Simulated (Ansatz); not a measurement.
Start from BAs in the zinc blende structure (space group F-43m, No. 216; a = 4.7679 Å).

One thing is altered: an isotropic linear strain of −2.06 %, atoms relaxed at fixed cell.

Levels (all Ansatz, a quantum-chemistry and plane-wave program, PAW): PBEsol (420 eV, no SOC); r2SCAN (500 eV, without spin-orbit coupling); HSE06 (420 eV, scalar-relativistic without spin-orbit coupling).

At the geometry relaxed with PBEsol, these levels gave the following band gaps, in shuffled order: (a) 1.02 eV, (b) 1.76 eV, (c) 1.30 eV.

Problem. Match each gap to its level.

Solution. (a) PBEsol; (b) HSE06; (c) r2SCAN.

Single points use the geometry relaxed with PBEsol. HSE06 was sampled on its mesh, a few special points and the semilocal edge points, so its gap is an upper bound. Stability against distortions was not tested.
